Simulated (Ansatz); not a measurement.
# Ca: transverse stress against strain

Ca (fcc, Fm-3m, 40.599 Å³/atom at rest, cube axes along x, y and z) under a strain ε along a cube axis (axis z), the other axes held. PBEsol in Ansatz, a plane-wave DFT program (PAW, default set), 420 eV, 21×21×21 Γ-centred mesh, Fermi-Dirac smearing 0.10 eV; ions are relaxed within the symmetry of each cell. Stress is positive for a compressed cell.

Here s stands for strain and y for stress xx.

| strain (%) | stress xx (GPa) |
|---|---|
| -1.50 | 0.25 |
| -1.00 | 0.17 |
| -0.50 | 0.09 |
| 0.00 | 0.01 |
| 0.50 | -0.07 |
| 1.00 | -0.14 |
| 1.50 | -0.22 |
| 3.00 | ? |

Task: Fit y against s with a straight line, and predict the withheld value at s = 3.00.

Result: Means: s 0, y 0.013. About the means, the sum of products is -1.0950 and the sum of squares of s is 7.0000; the slope is their ratio. Least squares gives y = 0.013 - 0.1564·s. Residuals (row less fit): 0.002, 0.001, -0.001, -0.003, -0.005, 0.003, 0.002; standard error 0.003 (degrees of freedom: 5). The slope gives the elastic constant C12 = 15.6 ± 0.1 GPa. At the withheld row, y = 0.013 - 0.1564 × 3.0 = -0.456 GPa. The calculation gives -0.42 GPa, 0.036 GPa above the prediction (5.4 % of the range of y in the table). The row lies outside the fitted rows, so this is an extrapolation. The fitted rows scatter only by rounding.

One order more, fitted to all 13 runs of the series, follows each within 0.01, so the miss is the next term of a smooth law. In a metal these values are sensitive to mesh and smearing; energies are taken to zero smearing, stresses follow the free energy. Rows are the converged runs of the series near zero and its far end; series whose fitted rows scatter by over a few per cent of the range, as at a crossing or softening among them, aren't shown in this form. Most that stay on the fit to the last digits aren't either.
